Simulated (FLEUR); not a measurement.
FLEUR run on SnAu5 (R32, 6 atoms in the cell): self-consistent single point.

Method: PBEsol, all-electron FLAPW (FLEUR), scalar-relativistic valence.

The change in words: lattice scaled by 0.98. Reference geometry:
```
SnAu5
1.0
    2.52523     1.45794     4.86447
   -2.52523     1.45794     4.86447
    0.00000    -2.91588     4.86447
Sn Au
1 5
Cartesian
  0.00000   0.00000   0.00000
  0.00000   0.00000   9.77974
  0.00000   0.00000   4.81368
  0.83139  -1.44002   7.29671
  0.83139   1.44002   7.29671
 -1.66279   0.00000   7.29671
```

Reference input (self-consistent single point, DFT, PBEsol, all-electron FLAPW (FLEUR), scalar-relativistic valence): Kmax = 4 1/bohr; GmaxXC = 12 1/bohr; xcFunctional = PBEs; jspins = 1; l_soc = F; mode = gauss; fermiSmearingEnergy = 0.00367493 Htr; mesh (inpgen div1-3) = 5 5 5; inpgen gamma flag = false; Gmax = 12 1/bohr; numbands = 0; maxIterBroyd = 15. This run's input differs from it in these lines:

```diff
@@ -3,5 +3,5 @@
 &input film=f /
-4.7719892149 2.7551092578 9.1925236004
--4.7719892149 2.7551092578 9.1925236004
-0.0000000000 -5.5102185156 9.1925236004
+4.6765487203 2.7000066626 9.0086740354
+-4.6765487203 2.7000066626 9.0086740354
+0.0000000000 -5.4000133251 9.0086740354
 1.0
@@ -48,5 +48,5 @@
          <bravaisMatrix>
-            <row-1>    4.7719892148999996     2.7551092578000000     9.1925236003999995</row-1>
-            <row-2>   -4.7719892148999996     2.7551092578000000     9.1925236003999995</row-2>
-            <row-3>    0.0000000000000000    -5.5102185156000001     9.1925236003999995</row-3>
+            <row-1>    4.6765487202999996     2.7000066625999999     9.0086740354000003</row-1>
+            <row-2>   -4.6765487202999996     2.7000066625999999     9.0086740354000003</row-2>
+            <row-3>    0.0000000000000000    -5.4000133250999998     9.0086740354000003</row-3>
          </bravaisMatrix>
```

Log, with long lists cut:

```
 Iteration:     1   Distance:      16.07854368 me/bohr^3
 Iteration:     2   Distance:      14.19979931 me/bohr^3
 Iteration:     3   Distance:       6.25833128 me/bohr^3
 Iteration:     4   Distance:       2.48629712 me/bohr^3
 Iteration:     5   Distance:       1.96161229 me/bohr^3
   [... 11 lines left out ...]
 Iteration:    17   Distance:       0.00007732 me/bohr^3
 Iteration:    18   Distance:       0.00002231 me/bohr^3
 Iteration:    19   Distance:       0.00001488 me/bohr^3
 Iteration:    20   Distance:       0.00000475 me/bohr^3
 Reset of history
 Run finished successfully
 Stop message:
   Structural relaxation: new displacements generated

[file out, last iteration]
             iter=     21
[...]
          total density-effective poten   -1.7813864815E+05
          total charge density-energy d   -1.9639318470E+03
 Updated energy parameters for spin:           1
[...]
 fermi energy and band-weighting factors:
   [... 7 lines left out ...]

[...]
FERMIE:
          first approx. to ef    (T=0)  :   0.454095 htr   (energy of the highest occ. eigenvalue)
          number of occ. states  (T=0)  :        938
          first approx. to seigv (T=0)  : -36.945105 htr
          sum of weights of occ. states :  49.536000
          sum of semicore charge        :   0.000000 e
          fermi energy=   0.45369 har   work function= -12.34558 ev
   [... lines left out ...]
          total moment                 =     0.00000
 Direct bandgap for spin            1 :    1.1110086783570838E-002  Htr
 ---->    free energy=                   -101389.7341535622 htr
   [... lines left out ...]
 TOTAL FORCE FOR ATOM TYPE=  1  X=  0.000   Y=  0.000   Z=  0.000
                       FX_TOT= 0.000000 FY_TOT= 0.000000 FZ_TOT= 0.000000
 TOTAL FORCE FOR ATOM TYPE=  2  X=  0.000   Y=  0.000   Z= -8.915
                       FX_TOT= 0.000000 FY_TOT= 0.000000 FZ_TOT=-0.001764
 TOTAL FORCE FOR ATOM TYPE=  3  X=  1.540   Y=  2.733   Z=  4.504
                       FX_TOT=-0.000175 FY_TOT= 0.000302 FZ_TOT= 0.000000
```

The run converged in 20 iterations. FLEUR gives forces in its relaxation mode, with a further iteration, so its stop message speaks of a relaxation. Against the reference run the total energy rises by 29.6 meV/atom.

The starting cell comes from a database of computed structures (which also holds hypothetical and non-ambient phases and stackings), without a prior relaxation at this level. Its lattice was rescaled by a random factor within 2.5 % of one. For this run, on top of that: lattice scaled by 0.98. Spin-orbit coupling is off. Values depend on the basis (sphere radii, cutoffs, local orbitals), which need not be converged. The log's line on a gap gives a spacing of levels on this mesh, which the program prints for metals too.

Cost on one core of a shared machine: roughly 10 min.
